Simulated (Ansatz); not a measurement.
## Habitual settings against a tight run: MgZn5 (Amm2, 6 atoms in the cell)

Self-consistent single point.

```
CELL_PARAMETERS angstrom
      4.41267     0.00000     0.00000
      0.00000     1.39054     7.05884
      0.00000    -1.39054     7.05884
ATOMIC_POSITIONS crystal
  Mg 0.50000 0.22204 0.22204
  Zn 0.00000 0.99999 0.99999
  Zn 0.00000 0.66158 0.66158
  Zn 0.00000 0.33621 0.33621
  Zn 0.50000 0.89407 0.89407
  Zn 0.50000 0.55278 0.55278
```

Level of theory: PBEsol, PAW files made with PBE (plane waves; Ansatz, an electronic-structure program).

Base settings: basis.ecutwfc = 420 eV; kpoints.mp_grid.grid = 6 10 10; hamiltonian.xc = pbesol; hamiltonian.pseudopotentials = {kind: paw} (the program's default PAW files); scf.occupations.method = gaussian; scf.occupations.width = 0.272 eV.

Tight run (finer mesh or higher cutoff; not a proven limit): basis.ecutwfc: 420 eV → 590 eV; kpoints.mp_grid.grid: 6 10 10 → 9 14 14; scf.convergence.dr2_threshold: default (1e-07 eV) → 1e-09 eV. It gave Fermi level (on the code's own zero) 11.50 eV; pressure 3.19 GPa; largest force (vector length) 0.030 eV/Å.

Quick runs, as changes from the base:
- A: the base itself
- B: basis.ecutwfc: 420 eV → 250 eV; kpoints.mp_grid.grid: 6 10 10 → 6 6 6
- C: basis.ecutwfc: 420 eV → 250 eV; kpoints.mp_grid.grid: 6 10 10 → 1 1 1; hamiltonian.xc: pbesol → lda; scf.occupations.method: gaussian → fermi_dirac; scf.occupations.width: 0.272 eV → 0.5 eV; kpoints.mp_grid.shift: default → 0.5 0.5 0.5 [LDA (PW92)]
- D: basis.ecutwfc: 420 eV → 335 eV; kpoints.mp_grid.grid: 6 10 10 → 6 6 6; hamiltonian.xc: pbesol → lda [LDA (PW92)]
- E: kpoints.mp_grid.grid: 6 10 10 → 4 4 4
- F: basis.ecutwfc: 420 eV → 295 eV; kpoints.mp_grid.grid: 6 10 10 → 4 4 4; hamiltonian.xc: pbesol → lda; scf.occupations.method: gaussian → methfessel_paxton; scf.occupations.width: 0.272 eV → 0.2 eV [LDA (PW92)]

Energies are extrapolated to zero smearing width, which holds to low order in the width alone.

Dashes: energy of C, D, F, another energy zero.

† marks runs with another functional, U, potentials or spin treatment: their distance from the tight run is not a convergence error alone.

The count of work is k-points × plane waves × bands × iterations; it is no time. 

Pressures in the table are Ansatz's without its Pulay estimate, at a fixed set of plane waves; the tight run's value above holds the estimate.

The starting cell comes from a database of computed structures (which also holds hypothetical and non-ambient phases and stackings), without a prior relaxation at this level. Its lattice was rescaled by a random factor within 2.5 % of one. In the base run, with a pressure of about 3 GPa the cell is away from its equilibrium volume at this level.

```tsv
run	energy less tight (meV/atom)	pressure less tight (GPa)	largest miss in a force vector (eV/Å)	count of work / tight
A	2.9	0.04	0.017	0.21
B	967.9	-69.67	0.057	0.037
C†	–	-105.89	0.657	0.00067
D†	–	-5.63	0.092	0.056
E	-15.0	-0.13	0.062	0.035
F†	–	-16.57	0.063	0.018
```

Among the runs at the tight run's level, the energy misses run from 2.9 to 967.9 meV/atom.

Keys are those of Ansatz 0.2.
